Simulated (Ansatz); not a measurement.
Input:

End structure of a constructed model of the (110) surface of bcc Mo, a layer of Ge in place of the second plane (bottom of the slab: a bare face, its two planes held):

```xyz
6
Lattice="2.7373 0.0000 0.0000 -0.9124 2.5808 0.0000 0.0000 0.0000 27.0000" Properties=species:S:1:pos:R:3 pbc="T T T"
Mo     0.9124     1.2904     8.1164
Mo     0.0000     0.0000    10.3514
Mo     0.9124     1.2904    12.5846
Mo     0.0000     0.0000    14.7970
Ge     0.9124     1.2904    16.9567
Mo     0.0000     0.0000    19.0231
```

Set-up: 6 atoms, 10.8 Å thick at the start with caps and adatoms (thin: gaps and levels are the slab's own); mesh 14x14x1; 0.1 eV smearing; dipole correction on; 2 atoms held, the rest relaxed; held to the start's symmetry, so lower structures may exist; no spin, no spin-orbit, no U. In PBE it lies 0.08 eV a 1x1 cell over the lowest computed structure of the same composition (a layer of Ge in place of the third plane).

Estimate the work function of the top face that Ansatz (a first-principles code) with PBE returns for this input.

5.23 eV
